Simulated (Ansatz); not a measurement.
Here is the system:

```yaml
crystal:
  lattice:
    - [4.03590, 0.00000, 0.00000]
    - [-2.01795, 3.49519, 0.00000]
    - [0.00000, 0.00000, 21.40628]
  atoms:
    - { symbol: In, position: [0.66667, 0.33333, 0.43468] }
    - { symbol: In, position: [0.66667, 0.33333, 0.56532] }
    - { symbol: Se, position: [0.33333, 0.66667, 0.37567] }
    - { symbol: Se, position: [0.33333, 0.66667, 0.62433] }
```

Calculation: r2SCAN, rigid bands (plane waves, PAW, scalar-relativistic; Ansatz, a first-principles code). Condition of this run: functional r2SCAN. Cell: cell and atoms relaxed with r2SCAN.

Task: What conductivity effective mass do dilute electrons have at 300 K?

Result: 0.21 mₑ.

Task: And the band gap?

Result: 1.95 eV at this level; semilocal functionals usually fall short of the measured gap.

Rigid bands, one relaxation time for all states, no polarons. Spin-orbit coupling is left out; where it splits the top of the valence band it changes the hole mass and lowers the gap by about a third of the splitting.

Model free-standing layer, not matched to a measured one here: monolayer InSe.
